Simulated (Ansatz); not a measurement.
BeSe, response to strain

Base system: BeSe in the zinc blende structure (space group F-43m, No. 216).

```
CELL_PARAMETERS angstrom
      0.00000     2.58878     2.58878
      2.58878     0.00000     2.58878
      2.58878     2.58878     0.00000
ATOMIC_POSITIONS crystal
  Be 0.00000 0.00000 0.00000
  Se 0.25000 0.25000 0.25000
```

Strains are applied to the cell and any free atomic positions relax.

The values are results of PBE in Ansatz (plane waves to 420 eV, PAW, no SOC), not measurements.

Notes on the quantities. hole mass: degenerate bands, along [100]; energy relative to the base: free energy F.

```
change                                     hole mass  energy relative to the base  smallest direct gap  shortest interatomic distance
------------------------  --------------------------  ---------------------------  -------------------  -----------------------------
base                      0.24, 0.48, 0.48 mₑ (at Γ)                   0 meV/atom              4.22 eV                        2.242 Å
isotropic strain −2.50 %  0.25, 0.44, 0.44 mₑ (at Γ)                 +25 meV/atom              4.80 eV                        2.186 Å
isotropic strain −2.00 %  0.24, 0.45, 0.45 mₑ (at Γ)                 +16 meV/atom              4.68 eV                        2.197 Å
isotropic strain −1.50 %                  (withheld)                   (withheld)           (withheld)                        2.208 Å
isotropic strain −1.00 %  0.24, 0.47, 0.47 mₑ (at Γ)                +3.8 meV/atom              4.45 eV                        2.220 Å
isotropic strain +0.50 %  0.23, 0.49, 0.49 mₑ (at Γ)                +0.9 meV/atom              4.12 eV                        2.253 Å
isotropic strain +1.00 %  0.23, 0.50, 0.50 mₑ (at Γ)                +3.5 meV/atom              4.01 eV                        2.264 Å
isotropic strain +1.50 %  0.23, 0.51, 0.51 mₑ (at Γ)                +7.9 meV/atom              3.90 eV                        2.276 Å
isotropic strain +2.00 %  0.23, 0.52, 0.52 mₑ (at Γ)                 +14 meV/atom              3.80 eV                        2.287 Å
isotropic strain +2.50 %  0.23, 0.53, 0.53 mₑ (at Γ)                 +21 meV/atom              3.70 eV                        2.298 Å
```

Q: Some entries are withheld; estimate them.

A: 
- isotropic strain −1.50 %, hole mass: 0.24, 0.46, 0.46 mₑ (at Γ)
- isotropic strain −1.50 %, energy relative to the base: +8.6 meV/atom
- isotropic strain −1.50 %, smallest direct gap: 4.56 eV

Effective masses come from finite differences of ±0.01 Å⁻¹. Whether these cells are dynamically stable was not tested.

Ansatz is a first-principles code.
